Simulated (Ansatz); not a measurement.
The reference is GaP in the zinc blende structure (space group F-43m, No. 216; a = 5.4386 Å). Axes: x, y, z lie along the cube axes.

Calculations: PBEsol (Ansatz, a quantum-chemistry and plane-wave program, PAW, no spin-orbit coupling).

Strains are applied to the cell and any free atomic positions relax; under biaxial strain the out-of-plane vector relaxes too.

One change was made to it. Results:

| quantity | base | after |
|---|---|---|
| band gap | 1.45 eV | 1.30 eV |
| valence-band top at Γ (three highest levels, from the VBM) | 0.00, 0.00, 0.00 eV | 0.00, 0.00, -0.22 eV |
| shortest interatomic distance | 2.355 Å | 2.330 Å |
| energy relative to the base (free energy F) | 0 meV/atom | +7.1 meV/atom |

### Question
Which change produced these results?
A) biaxial strain −1.67 %, plane normal [111], relaxed out of plane
B) biaxial strain −2.08 %, plane normal [111], relaxed out of plane
C) biaxial strain −0.83 %, plane normal [111], relaxed out of plane
D) biaxial strain +1.25 %, plane normal [111], relaxed out of plane

### Answer
A, biaxial strain −1.67 %, plane normal [111], relaxed out of plane. For comparison, the valence-band top at Γ in the other runs: biaxial strain −2.08 %, plane normal [111], relaxed out of plane gives 0.00, 0.00, -0.28 eV; biaxial strain +1.25 %, plane normal [111], relaxed out of plane gives 0.00, -0.13, -0.13 eV; biaxial strain −0.83 %, plane normal [111], relaxed out of plane gives 0.00, 0.00, -0.10 eV.

Stability against distortions was not tested.
